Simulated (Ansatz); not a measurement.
Dielectric-response calculation of KBr (Fm-3m, 2 atoms in the cell) at several settings

```xyz
2
Lattice="0.0000 3.2342 3.2342 3.2342 0.0000 3.2342 3.2342 3.2342 0.0000" Properties=species:S:1:pos:R:3 pbc="T T T"
K      0.0000     0.0000     0.0000
Br     3.2342     3.2342     3.2342
```

Base: PBE, PAW files in Ansatz (a quantum-chemistry and plane-wave program). Its settings: kpoints.mp_grid.grid = 6 6 6; hamiltonian.xc = pbe; hamiltonian.pseudopotentials = {kind: paw} (the program's default PAW files); scf.occupations.method = fermi_dirac; scf.occupations.width = 0.0015 Ry. Starting volume 33.83 Å³ per atom.

Each line gives the change from the base single point and the result:

- kpoints.mp_grid.grid: 6 6 6 → 5 5 5; scf.occupations.method: fermi_dirac → fixed; scf.occupations.width: 0.0015 Ry → default; dielectric: default → true: ε∞ at this k-point mesh, which may be far from converged in small-gap cells (xx, yy, zz) 2.63, 2.63, 2.63; Born charges at this mesh (mean of the diagonal, e) K 1.11, Br -1.11.
- kpoints.mp_grid.grid: 6 6 6 → 4 4 4; scf.occupations.method: fermi_dirac → fixed; scf.occupations.width: 0.0015 Ry → default; dielectric: default → true: ε∞ at this k-point mesh, which may be far from converged in small-gap cells (xx, yy, zz) 2.63, 2.63, 2.63; Born charges at this mesh (mean of the diagonal, e) K 1.11, Br -1.11.
- scf.occupations.method: fermi_dirac → fixed; scf.occupations.width: 0.0015 Ry → default; dielectric: default → true: ε∞ at this k-point mesh, which may be far from converged in small-gap cells (xx, yy, zz) 2.63, 2.63, 2.63; Born charges at this mesh (mean of the diagonal, e) K 1.11, Br -1.11.

The starting cell comes from a database of computed structures (which also holds hypothetical and non-ambient phases and stackings), without a prior relaxation at this level. Its lattice was rescaled by a random factor within 2.5 % of one.

Frequencies and response belong to this unrelaxed cell.

Keys are those of Ansatz 0.2.
